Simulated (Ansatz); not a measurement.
**A computed series for AlAs: carrier doping**

Take AlAs in the zinc blende structure (space group F-43m, No. 216; a = 5.7284 Å) as the base.

Carriers are added at fixed cell with a uniform background; the Fermi–Dirac width is that of 300 K.

Computed with DFT with PBE, PAW potentials and a 420 eV plane-wave cutoff in Ansatz (a program for electronic structure), spin-orbit coupling left out.

Notes on the quantities. Fermi level from band edge: Fermi level relative to the doped band's edge (positive inside the band; to 0.05 eV).

```tsv
hole density (10^21 cm⁻³)	Fermi level from band edge (eV)
0.7	0.15
2	0.30
5	?
7	0.60
```

Problem. Fit E_F = C n^s, fitted as a line in log–log form (a parabolic band gives s = 2/3) to the rows shown and predict the withheld row.

Solution. Least squares on the printed values gives C = 0.19 eV, s = 0.60 (largest residual 0.01 eV); this predicts 0.50 eV, and the run gives 0.50 eV, in agreement.

Carriers are added with a uniform compensating background; total energy and stress of such cells depend on the potential's zero and are not compared; many-body gap narrowing is missing at this level. Stability against distortions was not tested.
